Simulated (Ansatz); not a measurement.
**SiO (model structure, Pnma, No. 62, 8 atoms in the cell)**

These are LDA in Ansatz (PAW) values and carry that method's errors.

Run with plane-wave cutoff 520 eV, 6×18×14 k mesh (along the axes of the cell as run), Fermi–Dirac smearing 0.05 eV, scalar-relativistic PAW data made under PBE.

Cell (relaxed at this level):

```cif
data_O4Si4
_chemical_formula_sum 'Si4 O4'
_space_group_name_H-M_alt 'P 1'
_space_group_IT_number 1
_cell_length_a 8.04115
_cell_length_b 2.57136
_cell_length_c 4.42934
_cell_angle_alpha 90.000
_cell_angle_beta 90.000
_cell_angle_gamma 90.000
loop_
_space_group_symop_operation_xyz
  'x, y, z'
loop_
_atom_site_label
_atom_site_type_symbol
_atom_site_fract_x
_atom_site_fract_y
_atom_site_fract_z
_atom_site_occupancy
Si1 Si 0.87612 0.25000 0.54660 1
Si2 Si 0.12388 0.75000 0.45340 1
Si3 Si 0.62388 0.75000 0.04660 1
Si4 Si 0.37612 0.25000 0.95340 1
O1 O 0.73325 0.25000 0.85659 1
O2 O 0.26675 0.75000 0.14341 1
O3 O 0.76675 0.75000 0.35659 1
O4 O 0.23325 0.25000 0.64341 1
```

For SiO (model structure, Pnma, No. 62, 8 atoms in the cell), the band gap is none and the bulk modulus comes out as 101 GPa.

Note: the bulk modulus is −V dP/dV from two relaxed cells at ±2 % in volume; the relaxation could raise the start's symmetry but not lower it, so the cell can be a saddle point.

The result took very roughly 14 core-minutes.

A model structure was made by putting elements into a prototype or built by hand; it is no filed structure, need not be a known phase, and can be a saddle point held by its symmetry.

Ansatz is a first-principles code.
